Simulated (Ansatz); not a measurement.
What biaxial strain −0.42 %, plane normal [111], relaxed out of plane does to AlN

Base system: AlN in the zinc blende structure (space group F-43m, No. 216; a = 4.370 Å). Axes: x, y, z lie along the cube axes.

It is then changed as follows: compressive biaxial strain of 0.42 % in the plane normal to [111], as in epitaxy on a mismatched substrate; the out-of-plane cell vector and the atoms relax.

The values are results of r2SCAN in Ansatz (plane waves to 500 eV, PAW, scalar-relativistic without spin-orbit coupling), not measurements. k-mesh 13×13×13 (Γ-centred); smearing 0.05 eV (Fermi–Dirac).

* **Volume per atom**: 10.36 Å³ (base 10.43 Å³)
* **Space group**: R3m (No. 160) (base F-43m (No. 216))
* **Shortest interatomic distance**: 1.887 Å (base 1.892 Å)
* **Energy relative to the base (free energy F)**: +0.6 meV/atom
* **Pressure (mean of the normal stresses, compression positive)**: 1.50 GPa (base 0.01 GPa)
* **Band gap**: 3.93 eV (base 3.94 eV)
* **Gap character**: indirect, Γ → F
* **Smallest direct gap**: 4.89 eV (base 4.84 eV)
* **Electron mass**: 0.51 mₑ along k, 0.33 mₑ across (at X) (base 0.51 mₑ along k, 0.33 mₑ across (at X))
* **Valence-band top at Γ (three highest levels, from the VBM)**: 0.00, 0.00, -0.05 eV
* **Valley order (the lowest conduction-band minima on the path, energy above the VBM, named in the base's zone)**: X along [100] 3.93 eV; Γ 4.89 eV (base X along ⟨100⟩ 3.94 eV; Γ 4.84 eV)
* **Out-of-plane strain**: +0.14 %
* **Mean in-plane stress (compression positive)**: +2.2 GPa

Final structure (turned so that z lies along the plane normal):

```yaml
crystal:
  lattice:
    - [3.07691, 0.00000, 0.00000]
    - [1.53845, 2.66468, 0.00000]
    - [1.53845, -0.88823, 2.52644]
  atoms:
    - { symbol: Al, position: [0.99950, 0.00025, 0.00075] }
    - { symbol: N, position: [0.50050, 0.24975, 0.74925] }
```

Masses are band curvatures over ±0.01 Å⁻¹ around the edge. Along k means along the line from Γ to the band edge. No phonon test of stability was made. This is not the structure that AlN has at room temperature and ambient pressure. k-point labels follow each cell's own Brillouin zone.

Ansatz is a first-principles code.
